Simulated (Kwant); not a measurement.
Model system: In0.53Ga0.47As/In0.52Al0.48As stack with 2 barriers. One parabolic valley. Leads of mass 0.041 mₑ with the band edge at 0; grid 0.1 nm; bias swept from 0.0208 to 0.43967 V, dropping linearly over the stack. Emitter Fermi level 0.1 eV, 4 K, equal in the collector.

```tsv
layer	thickness (nm)	band offset (eV)	mass (mₑ)
1	1.6	0.52	0.075
2	5.8	0	0.041
3	2.1	0.52	0.075
```

The device is made up for the run: typed textbook-type constants, with dimensions and the other settings drawn at random.

Kwant, one-band effective-mass tight-binding model in one dimension, coherent, no space charge, current by the Tsu-Esaki formula.

Sweep values stay those of the base run.

The Fermi level in the emitter was swept, all else fixed.

| Fermi level in the emitter (eV) | J (A/cm²) at bias = 0.4397 V | peak-to-valley ratio | J (A/cm²) at bias = 0.3350 V | first peak current (A/cm²) |
|---|---|---|---|---|
| 0.05 | 4140 | 43 | 4300 | 169000 |
| 0.075 | 12200 | 28 | 11400 | 308000 |
| 0.1 | ? | ? | ? | ? |
| 0.15 | 101000 | 12 | 67900 | 835000 |

Task: What belongs in the gaps?

Result: 
- 0.1, J (A/cm²) at bias = 0.4397 V: 27400
- 0.1, peak-to-valley ratio: 20
- 0.1, J (A/cm²) at bias = 0.3350 V: 23100
- 0.1, first peak current (A/cm²): 470000
